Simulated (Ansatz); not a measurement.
**Band edges of rocksalt MgS (Fm-3m) under hydrostatic pressure**

Cell and atoms are relaxed with PBEsol to each stress (compression positive); bands and masses by PBEsol with spin-orbit coupling, rigid bands (plane waves, PAW; Ansatz, a quantum-chemistry and plane-wave program).

```yaml
crystal:
  lattice:
    - [0.00000, 2.59094, 2.59094]
    - [2.59094, 0.00000, 2.59094]
    - [2.59094, 2.59094, 0.00000]
  atoms:
    - { symbol: Mg, position: [0.00000, 0.00000, 0.00000] }
    - { symbol: S, position: [0.50000, 0.50000, 0.50000] }
```

```tsv
stress (GPa)	ln(V/V₀) (%)	gap (eV)	mean mₑ*
-2.00	2.71	2.642	0.35
0	0	2.697	0.35
2.00	-2.43	2.744	0.36
5.00	-5.70	2.806	0.36
10.00	-10.36	2.894	0.36
```

 Masses are conductivity masses at 300 K in electron masses, harmonic means over x, y and z.

Question: Estimate the bulk modulus from the two loads next to zero.

Answer: B ≈ −Δp/Δln V = 4.00 GPa/5.14 % = 78 GPa (PBEsol), a mean over this interval.

Question: How fast does the gap move on either side of zero load?

Answer: Under tension, (2.642 − 2.697) eV over -2.00 GPa = 28 meV/GPa, or about -2.0 eV per unit ln V; under compression, (2.744 − 2.697) eV over 2.00 GPa = 24 meV/GPa, or about -1.9 eV per unit ln V. The two slopes part by 4 meV/GPa; gaps are resolved to about 0.01 eV, which allows 10 meV/GPa, so these rows don't tell them apart.

Masses are those of dilute carriers in rigid bands with one relaxation time, without polarons. Third decimals of gaps are kept for the arithmetic. Every relaxation keeps the rocksalt phase (space group Fm-3m under this load), so a transition, a distortion that breaks the symmetry or fracture can't show.
